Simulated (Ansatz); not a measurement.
Ge: H interstitial (started 2.35 Å from the nearest host atom), symmetric start

The parent structure is a 24-atom supercell of Ge in the diamond structure (space group Fd-3m, No. 227; a = 5.762 Å) at its relaxed geometry.

Perturbation: a neutral H interstitial (started 2.35 Å from the nearest host atom), symmetric start, atoms relaxed at fixed cell.

Calculations: PBE (Ansatz, a quantum-chemistry and plane-wave program), no spin-orbit coupling, earlier PAW set. Γ-centred 5×4×5 mesh, Fermi–Dirac width 0.05 eV.

| quantity | base | changed | shift |
|---|---|---|---|
| pressure | 0.0 GPa | 0.3 GPa | +0.3 GPa |
| largest displacement of a host atom from its site in the perfect cell | – | 0.03 Å | – |

Cost of the whole job for the changed cell (relaxation, final SCF and bands): about 25 core-minutes (a rough figure).

The cell is small, so the values are those of an ordered compound at a high defect concentration; dilute-limit values will differ. The defect started on the symmetric site and kept its symmetry, so it may sit on a saddle. The final runs are not spin-polarised. The defect cell is not spin-polarised.
